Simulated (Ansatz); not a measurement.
**Pressure series in HfS2**

The reference is HfS₂ in the CdI2 type structure (space group P-3m1, No. 164; layered, stacked along the Cartesian z axis).

```
CELL_PARAMETERS angstrom
      3.54747     0.00000     0.00000
     -1.77374     3.07220     0.00000
      0.00000     0.00000     5.57681
ATOMIC_POSITIONS crystal
  Hf 0.00000 0.00000 0.00000
  S  0.33333 0.66667 0.26190
  S  0.66667 0.33333 0.73810
```

Cell and atoms are relaxed at each pressure.

Level of theory: DFT with PBEsol-D3(BJ), PAW potentials and a 420 eV plane-wave cutoff in Ansatz (an electronic-structure program), no SOC.

```
variant           c/a ratio  lattice parameter a  band gap
----------------  ---------  -------------------  --------
base                  1.572              3.547 Å   0.45 eV
pressure −2 GPa       1.622              3.585 Å   0.80 eV
pressure −1 GPa       1.589              3.565 Å   0.60 eV
pressure 1.8 GPa      1.554              3.519 Å   0.24 eV
pressure 4.2 GPa      1.542              3.485 Å      zero
pressure 9 GPa        1.534              3.423 Å      zero
pressure 18 GPa       1.544              3.325 Å      zero
pressure 30 GPa       1.578              3.205 Å      zero
pressure 45 GPa       1.621              3.085 Å      zero
pressure 60 GPa       1.661              2.991 Å      zero
```

A case with no gap was solved on a k-mesh chosen for an insulator, which is coarse for it. Spin-orbit coupling, missing from the scalar runs, can matter with Hf. Load acts through the strain it causes; cell and atoms are relaxed under it. No phonon test of stability was made. Competing high-pressure phases were not computed. All final runs are without spin polarisation. Gaps under 0.05 eV, about the width of the smearing, are given as zero. A zero or small gap of HfS2 under pressure 1.8 GPa, HfS2 under pressure 4.2 GPa, HfS2 under pressure 9 GPa and HfS2 under pressure 18 GPa can be the functional's error rather than a property of the material.
